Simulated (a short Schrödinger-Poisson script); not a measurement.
MOS inversion layer, Al2O3 on p-type Si(110)

Stack: MOS inversion layer, Al2O3 on p-type Si(110), at 300 K.

| layer | material | thickness (nm) | Na (cm⁻³) |
|---|---|---|---|
| 1 | Al2O3 | 6.1 | - |
| 2 | Si | 1500 | 8.3e16 |

Constants are typed, rounded textbook-type inputs, not results; the design itself was drawn at random and stands for no fabricated device. Al2O3: permittivity 9, conduction-band edge (eV) 2.7, gap (eV) 6.8, electron mass (mₑ) 0.3. Si: permittivity 11.7, conduction-band edge (eV) 0, gap (eV) 1.124, Nv at 300 K (cm⁻³) 3.1e19.

Channel valleys (confinement mass, in-plane density-of-states mass, number): Δ4 0.315, 0.324, 4; Δ2 0.19, 0.417, 2. At the gate the conduction-band edge of layer 1 lies 2.76 eV − eVg above the Fermi level of the channel; the field vanishes at the back. Gaps are held at their typed values at every temperature. Mesh 0.03 nm at interfaces.

Solved with a short Schrödinger-Poisson script written for these runs: 1D Poisson equation in equilibrium, electrons quantum, Hartree (BenDaniel-Duke, 12 states a valley, the channel's in-plane mass for all, wave functions free to enter the dielectric), parabolic valleys, classical holes, full ionisation, no traps, pinning or gate leakage.

| Vg (V) | electrons (cm⁻²) | C (μF/cm²) | Δ4 E0 (meV) | Δ4 E1 (meV) | Δ2 E0 (meV) | Δ2 E1 (meV) |
|---|---|---|---|---|---|---|
| -0.2 | 2.58e6 | 0.1000 | 415.6 | 459.9 | 425.0 | 477.1 |
| -0.1 | 8.07e7 | 0.0938 | 326.0 | 372.7 | 335.8 | 390.7 |
| 0 | 2.57e9 | 0.101 | 235.9 | 284.8 | 246.2 | 303.7 |
| 0.1 | 6.14e10 | 0.320 | 153.3 | 204.6 | 164.0 | 224.2 |
| 0.2 | 3.73e11 | 0.716 | 105.7 | 160.6 | 117.4 | 181.0 |
| 0.3 | 8.68e11 | 0.877 | 82.8 | 141.8 | 95.7 | 162.9 |
| 0.4 | 1.44e12 | 0.951 | 68.8 | 131.8 | 82.8 | 153.4 |
| 0.5 | 2.04e12 | 0.995 | 58.8 | 125.6 | 73.8 | 147.5 |
| 0.6 | 2.67e12 | 1.02 | 50.9 | 121.4 | 67.0 | 143.6 |
| 0.7 | 3.32e12 | 1.05 | 44.5 | 118.4 | 61.5 | 140.8 |
| 0.8 | 3.98e12 | 1.06 | 39.0 | 116.1 | 57.0 | 138.7 |
| 0.9 | 4.64e12 | 1.08 | 34.2 | 114.3 | 53.0 | 137.2 |
| 1 | 5.32e12 | 1.09 | 29.9 | 113.0 | 49.6 | 135.9 |
| 1.1 | 6.00e12 | 1.10 | 26.1 | 111.9 | 46.5 | 134.9 |
| 1.2 | 6.69e12 | 1.11 | 22.6 | 111.0 | 43.8 | 134.2 |
| 1.3 | 7.38e12 | 1.11 | 19.3 | 110.3 | 41.2 | 133.5 |
| 1.4 | 8.08e12 | 1.12 | 16.3 | 109.8 | 38.9 | 133.1 |
| 1.5 | 8.78e12 | 1.13 | 13.4 | 109.3 | 36.7 | 132.7 |
| 1.6 | 9.49e12 | 1.13 | 10.8 | 109.0 | 34.7 | 132.3 |

Gate voltages with under 1e6 electrons/cm² are left out.

Subbands count from the Fermi level.
